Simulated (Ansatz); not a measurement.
Short convergence ladders for LuFe₂B₂ (I4mm, 5 atoms in the cell)

```yaml
crystal:
  lattice:
    - [-1.71407, 1.71407, 4.63813]
    - [1.71407, -1.71407, 4.63813]
    - [1.71407, 1.71407, -4.63813]
  atoms:
    - { symbol: Lu, position: [0.00539, 0.00539, 0.00000] }
    - { symbol: Fe, position: [0.75000, 0.25000, 0.50000], spin: 4.0 }
    - { symbol: Fe, position: [0.25000, 0.75000, 0.50000], spin: 4.0 }
    - { symbol: B, position: [0.60630, 0.60630, 0.00000] }
    - { symbol: B, position: [0.39370, 0.39370, 0.00000] }
```
(The spins are starting values, not results.)

Base method: PBEsol, default PAW files made with PBE (plane waves; Ansatz, a first-principles code).

Base settings: basis.ecutwfc = 420 eV; kpoints.mp_grid.grid = 8 8 8; hamiltonian.xc = pbesol; hamiltonian.pseudopotentials = {kind: paw} (the program's default PAW files); magnetization.spin_polarized = true; scf.occupations.method = fermi_dirac; scf.occupations.width = 0.1 eV.

The count of work is k-points × plane waves × bands × iterations; it is no time. 

**The k-point mesh**

Only quantities that move along the ladder and can be compared are tabulated.

```csv
kpoints.mp_grid.grid,free energy less the last step's (meV/atom),pressure (GPa),largest difference of a force vector from the last step's (eV/Å),net moment (μB/atom),count of work / last
2 2 2,38.67,-3.54,0.202,0.514,0.039
4 4 4,-1.53,-5.62,0.107,0.504,0.13
6 6 6,0.34,-4.62,0.005,0.564,0.29
8 8 8,-0.06,-4.69,0.001,0.562,0.62
9 9 9,-0.08,-4.70,0.002,0.561,0.79
10 10 10,0.00,-4.70,0.000,0.561,1.0
```

Coarsest kpoints.mp_grid.grid that holds the forces within 0.02 eV/Å of the last step, with all finer ones: 6 6 6, at 0.29 of the last step's count of work; the step before is off by 0.11 eV/Å.

Coarsest kpoints.mp_grid.grid that holds the net moment within 0.02 μB/atom of the last step, with all finer ones: 6 6 6, at 0.29 of the last step's count of work; the step before is off by 0.057 μB/atom.

Coarsest kpoints.mp_grid.grid that holds the pressure within 0.1 GPa of the last step, with all finer ones: 6 6 6, at 0.29 of the last step's count of work; the step before is off by 0.92 GPa.

**The k-point mesh at a smearing width of 0.02 eV**

In this ladder: scf.occupations.width = 0.02 eV.

Only quantities that move along the ladder and can be compared are tabulated.

| kpoints.mp_grid.grid | free energy less the last step's (meV/atom) | pressure (GPa) | largest difference of a force vector from the last step's (eV/Å) | net moment (μB/atom) | count of work / last |
|---|---|---|---|---|---|
| 5 5 5 | -1.21 | -4.99 | 0.065 | 0.539 | 0.10 |
| 7 7 7 | -0.90 | -4.26 | 0.023 | 0.596 | 0.25 |
| 10 10 10 | -0.06 | -4.62 | 0.033 | 0.572 | 0.63 |
| 12 12 12 | 0.00 | -4.50 | 0.000 | 0.581 | 1.0 |

Coarsest kpoints.mp_grid.grid that holds the forces within 0.02 eV/Å: not settled: the last two steps still differ by 0.033 eV/Å, over half the tolerance, so the ladder does not show it.

Coarsest kpoints.mp_grid.grid that holds the pressure within 0.2 GPa: not settled: the last two steps still differ by 0.12 GPa, over half the tolerance, so the ladder does not show it.

Coarsest kpoints.mp_grid.grid that holds the free energy within 0.5 meV/atom of the last step, with all finer ones: 10 10 10; the step before is off by 0.90 meV/atom.

**The k-point mesh at a smearing width of 0.3 eV**

In this ladder: scf.occupations.width = 0.3 eV.

Only quantities that move along the ladder and can be compared are tabulated.

At this width the smearing has changed the magnetic state: the net moment ends at 0.41 against 0.56 μB/atom in the base run.

| kpoints.mp_grid.grid | largest difference of a force vector from the last step's (eV/Å) | count of work / last |
|---|---|---|
| 5 5 5 | 0.012 | 0.11 |
| 7 7 7 | 0.000 | 0.23 |
| 10 10 10 | 0.000 | 0.63 |
| 12 12 12 | 0.000 | 1.0 |

Coarsest kpoints.mp_grid.grid that holds the forces within 0.01 eV/Å of the last step, with all finer ones: 7 7 7, at 0.23 of the last step's count of work; the step before is off by 0.012 eV/Å.

On the base run: the starting cell comes from a database of computed structures (which also holds hypothetical and non-ambient phases and stackings), without a prior relaxation at this level. Its lattice was rescaled by up to half a per cent. One atom was moved a little off its site on purpose. The magnetic order is the one reached from the typed start; others were not searched systematically. In the base run, with a pressure of about -5 GPa the cell is away from its equilibrium volume at this level. Ansatz's pressure includes its estimate of the finite-basis (Pulay) stress.

Keys are those of Ansatz 0.2.
